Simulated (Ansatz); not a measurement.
Defect calculation: Ge on the Al site (broken-bond start) in wurtzite AlN

All values below come from PBE, PAW (plane waves to 420 eV; Ansatz, a program for electronic structure). Cell: 96 sites, 3×2×2; final energies on a 2×2×2 shifted mesh. Sites at the start: the Al site; started 0.95 Å off site, one bond broken, along c. Charged cells carry a point-charge image correction with potential alignment at far atoms. Dielectric constants: PBE linear response of the host. Host gap at this level: 4.03 eV. Finite-size and sampling errors can reach tenths of an eV here. Levels are measured in PBE's own, too narrow, gap. Spin–orbit coupling is left out. Each state is the lowest found from its start.

Formation energies E_f are given with the Fermi level at the valence-band maximum. Chemical conditions: N-rich (Δμ(Al) = -2.74 eV, Δμ(Ge) = -0.009 eV, bounded by Ge3N4 (P31c); only phases computed here count, gases as isolated molecules at 0 K). Reference phases: Al: fcc Al, Ge: germanium.

| charge | moment (μB) | largest move off a lattice site (Å) | image correction with alignment (eV) | E_f, N-rich (eV) |
|---|---|---|---|---|
| +1 | not spin-polarised | 0.04 | 0.32 | -1.83 |
| 0 | 1.0 | 0.17 | 0.00 | 2.12 |
| −1 | not spin-polarised | 0.85 | 0.07 | 5.40 |

No other site or start that was run ended lower by more than 0.1 eV.

Transition levels above the valence-band maximum: ε(+1/0) = 3.95 eV; ε(0/−1) = 3.27 eV. On the lower envelope of the bound states, inside the gap: (+1/−1) at 3.61 eV; the others aren't thermodynamic.

Flagged in the runs: a host whose relaxation on this sampling wasn't shown to rest, a strain field that reaches the edge of the cell.
